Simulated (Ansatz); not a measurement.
Ansatz (an electronic-structure program) is run on FePt (P4/mmm, 2 atoms in the cell), and the run fails. The aim is a self-consistent single point with DFT, revPBE, plane waves, PAW files made with PBE.

Cell that was meant: a = 2.7719 Å, b = 2.7719 Å, c = 3.7975 Å, α = 90.00°, β = 90.00°, γ = 90.00°.

Part of the input:

Ansatz 0.2 input:
```yaml
  spin_polarized: true
scf:
  occupations: { method: methfessel_paxton, width: 0.136 }
  max_iter: 4
output:
  forces: true
  eigenvalues: true
```

Output, abridged:

```
SCF iter   1: F=—  HF=-17020.100335 eV  |F-HF|=—  |Δ(HF+E_count)|=         —  Δρ=1.83e-1 (↑9.42e-2 ↓1.83e-1)  dr2=1.96e1  dr2_m=2.88e0  M=3.009 μB ∫|m|=3.052 μB  β_m=0.30  ethr=3.10e-3  ⟨swp⟩=4.4  Hψ=24473  notcnv=0
all-band conjugate gradients solve this SCF's bands
preconditioner: auto → none
SCF iter   2: F=—  HF=-17019.227609 eV  |F-HF|=—  |Δ(HF+E_count)|=   8.73e-1  S|Δr|=    0.00e0  Δρ=7.41e-2 (↑7.41e-2 ↓5.22e-2)  dr2=2.67e0  dr2_m=2.53e-1  M=3.624 μB ∫|m|=3.688 μB  β_m=0.30  ethr=3.10e-3  ⟨swp⟩=5.8  Hψ=52226  notcnv=0
SCF iter   3: F=—  HF=-17018.839714 eV  |F-HF|=—  |Δ(HF+E_count)|=   3.88e-1  S|Δr|=    0.00e0  Δρ=2.44e-2 (↑2.44e-2 ↓2.42e-2)  dr2=4.79e-2  dr2_m=1.28e-1  M=3.489 μB ∫|m|=3.587 μB  β_m=0.30  ethr=3.10e-3  ⟨swp⟩=5.3  Hψ=46799  notcnv=0
SCF iter   4: F=—  HF=-17018.901356 eV  |F-HF|=—  |Δ(HF+E_count)|=   6.16e-2  S|Δr|=    0.00e0  Δρ=1.82e-2 (↑1.52e-2 ↓1.82e-2)  dr2=1.40e-2  dr2_m=6.39e-2  M=3.469 μB ∫|m|=3.592 μB  β_m=0.30  ethr=1.41e-4  ⟨swp⟩=4.2  Hψ=39994  notcnv=0
Error: did not converge after 4 iterations: onsite_residual = 8.05e-2 (threshold 1.00e-7), under the density mixer `msr1`, which `scf.mixing.algorithm: auto` chose by the deck's other keys (type `scf.mixing.algorithm: msr1` to keep it); raise `scf.max_iter`, which need not help a stalled SCF, or adjust the mixing (`scf.mixing`) or, under a smearing, its width (`scf.occupations.width`, in either direction: another width is another result); this SCF holds its density and magnetisation to the symmetry operations that it keeps, and cannot end on a state that breaks one of them: if the state sought breaks one, re-run with `crystal.symmetry.detect: false`, without [...]
```

Question: Diagnose the run.

Answer: The fault is an iteration limit that is too low. The loop is cut before its threshold is met, so whatever is printed at the end is not self-consistent. To fix it, raise the limit, or leave it to the default. The run ended unconverged after 4 iterations.

An input that runs soundly differs in these lines (not the only fix; some lines may just follow from the change or write a value another way):
```diff
-  max_iter: 4
```

With that input, the run converged in 12 iterations: free energy E − TS (on the zero of these files) -17018.9762 eV; Fermi level (on the code's own zero) 19.23 eV; pressure -3.92 GPa; size of the cell's spin moment 3.39 μB (DFT, revPBE, plane waves, PAW files made with PBE).

On the sound input: the starting cell comes from a database of computed structures (which also holds hypothetical and non-ambient phases and stackings), without a prior relaxation at this level. Its lattice was rescaled by a random factor within 2.5 % of one. The magnetic order is the one reached from the typed start; others were not searched systematically. With a pressure of about -4 GPa the cell is away from its equilibrium volume at this level. Ansatz's pressure includes its estimate of the finite-basis (Pulay) stress.
